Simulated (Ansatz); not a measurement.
## Predicting a run: zincblende InP (F-43m), biaxial stress in the (001) plane (tension)

Cell and atoms relaxed with PBEsol to each stress σ (compression positive); gaps by r2SCAN with spin-orbit coupling, rigid bands (plane waves, PAW; Ansatz, a program for electronic structure). Unloaded cell: a = 4.156 Å, b = 4.156 Å, c = 4.156 Å, α = 60.00°, β = 60.00°, γ = 60.00°.

| σ (GPa) | strain along [100] (%) | gap (eV) |
|---|---|---|
| 0 | 0 | 1.089 |
| -2.00 | 2.44 | 0.830 |
| -3.00 | 3.82 | 0.683 |
| -4.00 | 5.36 | 0.525 |

Q: Fit E_g = 1.089 eV + aσ + bσ² and ε = cσ + dσ² to the loaded rows by least squares.

A: a = 0.118 eV/GPa, b = -0.00573 eV/GPa²; c = -1.09 %/GPa, d = 0.0617 %/GPa².

Q: One run was withheld, at σ = -1.00 GPa. Predict its gap and its strain along [100], then set them beside the run.

A: E_g = 1.089 + (0.118)(-1.00) + (-0.00573)(-1.00)² = 0.965 eV and ε = (-1.09)(-1.00) + (0.0617)(-1.00)² = 1.15 %. The run gave 0.970 eV and 1.17 %, misses of 0.005 eV and 0.02 percentage points.

Gaps are resolved to about 0.01 eV; third decimals are kept for the arithmetic. Every relaxation keeps the zincblende phase (space group I-4m2 under this load), so a transition, a distortion that breaks the symmetry or fracture can't show.
